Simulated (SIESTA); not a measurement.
**Worked example: self-consistent single point of HfIr₃ (Pm-3m, 4 atoms in the cell) in SIESTA**

Method: GGA PBEsol, numerical atomic orbitals DZP, PseudoDojo PBEsol standard norm-conserving potentials (rewritten from UPF to PSML) run with SIESTA.

Input as run:

```
# files in the folder: Hf.psml Ir.psml (PseudoDojo PBEsol standard)
SystemName  HfIr3
SystemLabel siesta

NumberOfAtoms                4
NumberOfSpecies              2
%block ChemicalSpeciesLabel
  1 72 Hf
  2 77 Ir
%endblock ChemicalSpeciesLabel
LatticeConstant              1.0 Ang
%block LatticeVectors
     3.870902000    0.000000000    0.000000000
     0.000000000    3.870902000    0.000000000
     0.000000000    0.000000000    3.870902000
%endblock LatticeVectors
AtomicCoordinatesFormat      Ang
%block AtomicCoordinatesAndAtomicSpecies
     0.000000000    0.000000000    0.000000000  1
     0.000000000    1.935451000    1.935451000  2
     1.935451000    0.000000000    1.935451000  2
     1.935451000    1.935451000    0.000000000  2
%endblock AtomicCoordinatesAndAtomicSpecies

XC.functional                GGA
XC.authors                   PBEsol
PAO.BasisSize                DZP
PAO.EnergyShift              0.005 Ry
MeshCutoff                   300 Ry
%block kgrid.MonkhorstPack
    7   0   0  0.0
    0   7   0  0.0
    0   0   7  0.0
%endblock kgrid.MonkhorstPack
OccupationFunction           MP
OccupationMPOrder            0
ElectronicTemperature        2320.9 K

MaxSCFIterations             150
SCF.Mixer.Method             Broyden
SCF.Mixer.Weight             0.2
SCF.Mixer.History            6
SCF.DM.Tolerance             1.0E-04
Diag.ParallelOverK           true
WriteForces                  true
```

Output, abridged:

```
reinit: Reading from file input.fdf

reinit: System Name: HfIr3
reinit: System Label: siesta

coor:   Atomic-coordinates input format  =     Cartesian coordinates
coor:                                          (in Angstroms)

siesta: Atomic coordinates (Bohr) and species
siesta:      0.00000   0.00000   0.00000  1        1
siesta:      0.00000   3.65747   3.65747  2        2
siesta:      3.65747   0.00000   3.65747  2        3
siesta:      3.65747   3.65747   0.00000  2        4

siesta: System type = bulk

initatomlists: Number of atoms, orbitals, and projectors:      4    76   128

siesta: ******************** Simulation parameters ****************************
redata: Spin configuration                          = none
redata: Time-Reversal Symmetry                      = T
redata: Number of Atomic Species                    =        2
redata: Mesh Cutoff                                 =   300.0000 Ry
redata: Net charge of the system                    =     0.0000 |e|
redata: Min. number of SCF Iter                     =        0
redata: Max. number of SCF Iter                     =      150
redata: SCF convergence failure will abort job
redata: SCF mix quantity                            = Hamiltonian
redata: Mix DM or H after convergence               =   F
redata: Recompute H after scf cycle                 =   F
redata: Mix DM in first SCF step                    =   T
redata: No kicks to SCF
redata: DM Mixing Weight for Kicks                  =     0.5000
redata: Require Harris convergence for SCF          =   F
redata: Harris energy tolerance for SCF             =     0.000100 eV
redata: Require DM convergence for SCF              =   T
redata: DM tolerance for SCF                        =     0.000100
redata: Require EDM convergence for SCF             =   F
redata: EDM tolerance for SCF                       =     0.001000 eV
redata: Require H convergence for SCF               =   T
redata: Hamiltonian tolerance for SCF               =     0.001000 eV
redata: Require (free) Energy convergence for SCF   =   F
redata: (free) Energy tolerance for SCF             =     0.000100 eV
redata: Using DFT-D3 dispersion                     =   F
redata: Using Saved Data (generic)                  =   F
redata: Method of Calculation                       = Diagonalization
redata: Electronic Temperature                      =  2320.9000 K
redata: Number of TDED substeps                     =        3
redata: Dynamics option                             = Single-point calculation
redata: Save all siesta data in one NC              =   F
redata: ***********************************************************************

%block SCF.Mixers
  Broyden
%endblock SCF.Mixers

%block SCF.Mixer.Broyden
  # Mixing method
  method broyden

  # Mixing options
  weight 0.2000
  weight.linear 0.2000
  weight.prime 0.2000
  history 6
%endblock SCF.Mixer.Broyden

DM_history_depth set to one: no extrapolation allowed by default for geometry relaxation
Size of DM history Fstack: 1
Total number of electrons:    63.000000
Total ionic charge:    63.000000

* ProcessorY, Blocksize:    1  64

* Orbital distribution balance (max,min):    76    76

 Kpoints in:          196 . Kpoints trimmed:          172

siesta: k-grid: Number of k-points = 172
siesta: k-points from Monkhorst-Pack grid
siesta: k-cutoff (effective) =    13.548 Ang
siesta: k-point supercell and displacements
siesta: k-grid:     7     0     0      0.000
siesta: k-grid:     0     7     0      0.000
siesta: k-grid:     0     0     7      0.000

diag: Algorithm                                     = D&C
diag: Parallel over k                               =   F
diag: Use parallel 2D distribution                  =   F
diag: Parallel block-size                           = 64
diag: Parallel distribution                         =     1 x     1
diag: Used triangular part                          = Lower
diag: Absolute tolerance                            =  0.100E-15
diag: Orthogonalization factor                      =  0.100E-05
diag: Memory factor                                 =  1.0000

superc: Internal auxiliary supercell:     5 x     5 x     5  =     125
superc: Number of atoms, orbitals, and projectors:    500   9500  16000

                        Single-point calculation

superc: Internal auxiliary supercell:     5 x     5 x     5  =     125
superc: Number of atoms, orbitals, and projectors:    500   9500  16000

outcell: Unit cell vectors (Ang):
        3.870902    0.000000    0.000000
        0.000000    3.870902    0.000000
        0.000000    0.000000    3.870902

outcell: Cell vector modules (Ang)   :    3.870902    3.870902    3.870902
outcell: Cell angles (23,13,12) (deg):     90.0000     90.0000     90.0000
outcell: Cell volume (Ang**3)        :     58.0011
new_DM -- step:     1
Initializing Density Matrix...

Attempting to read DM from file... Failed...
DM filled with atomic data:

InitMesh: MESH = 48 x 48 x 48 = 110592
InitMesh: Mesh cutoff (required, used) =   300.000   424.972 Ry

stepf: Methfessel-Paxton step function
       Using Hermite-Gauss polynomials of order  0

        iscf     Eharris(eV)        E_KS(eV)     FreeEng(eV)     dDmax    Ef(eV) dHmax(eV)
   scf:    1   -10877.646687   -10901.195212   -10901.236506  1.469189 -2.098143 11.018331
   scf:    2   -10915.578676   -10910.854489   -10910.899341  0.277497 -3.056422  3.732091
   scf:    3   -10912.144936   -10911.623326   -10911.675337  0.162900 -3.384344  2.486271
   scf:    4   -10912.057979   -10911.891253   -10911.947533  0.189614 -3.646051  0.292150
   scf:    5   -10911.893244   -10911.893897   -10911.949991  0.014716 -3.650630  0.115500
   scf:    6   -10911.894275   -10911.894384   -10911.951017  0.008742 -3.656657  0.012176
   scf:    7   -10911.894359   -10911.894391   -10911.951043  0.001686 -3.653927  0.018578
   scf:    8   -10911.894122   -10911.894259   -10911.951066  0.000528 -3.655263  0.007276
   scf:    9   -10911.894133   -10911.894197   -10911.951069  0.000268 -3.655772  0.000558
   scf:   10   -10911.894173   -10911.894185   -10911.951069  0.000068 -3.655860  0.000241

SCF Convergence by DM+H criterion
max |DM_out - DM_in|         :     0.0000677138
max |H_out - H_in|      (eV) :     0.0002407263
SCF cycle converged after 10 iterations

Using DM_out to compute the final energy and forces

siesta: E_KS(eV) =           -10911.8942

siesta: E_KS - E_eggbox =    -10911.8942

siesta: Atomic forces (eV/Ang):
     1    0.000000    0.000000    0.000000
     2    0.000000    0.000000   -0.000000
     3   -0.000000   -0.000000   -0.000000
     4    0.000000   -0.000000   -0.000000
   Tot    0.000000    0.000000    0.000000
   Max    0.000000
   Res    0.000000    sqrt( Sum f_i^2 / 3N )
   Max    0.000000    constrained

Stress tensor Voigt[x,y,z,yz,xz,xy] (kbar):     -132.31     -132.31     -132.31        0.00        0.00        0.00
(Free)E + p*V (eV/cell)   -10907.1611
Target enthalpy (eV/cell)   -10911.9511

siesta: Program's energy decomposition (eV):
siesta: Ebs     =     -2073.411511
siesta: Eions   =     14462.499948
siesta: Ena     =      1965.656452
siesta: Ekin    =      3029.857617
siesta: Enl     =       568.193690
siesta: Eso     =         0.000000
siesta: Edftu   =         0.000000
siesta: DEna    =       125.997401
siesta: DUscf   =         3.257695
siesta: DUext   =         0.000000
siesta: Ex      =     -1994.188665
siesta: Ec      =      -148.168428
siesta: Exc     =     -2142.357093
siesta: Eharris =    -10911.894173
siesta: Etot    =    -10911.894185
siesta: FreeEng =    -10911.951069

siesta: Stress tensor (static) (eV/Ang**3):
siesta:    -0.082584    0.000000    0.000000
siesta:     0.000000   -0.082584   -0.000000
siesta:     0.000000    0.000000   -0.082584

siesta: Cell volume =         58.001140 Ang**3

siesta: Pressure (static):
siesta:                Solid            Molecule  Units
siesta:           0.00089946          0.00089946  Ry/Bohr**3
siesta:           0.08258437          0.08258437  eV/Ang**3
siesta:         132.31474407        132.31474407  kBar
```

The run converged in 10 iterations.

The starting cell comes from a database of computed structures (which also holds hypothetical and non-ambient phases and stackings), without a prior relaxation at this level. Its lattice was rescaled by a random factor within 2.5 % of one. Spin polarisation is off. Values carry the incompleteness of an atom-centred basis. With a pressure of about 13 GPa the cell is away from its equilibrium volume at this level.

Cost on one core of a shared machine: roughly 90 s.
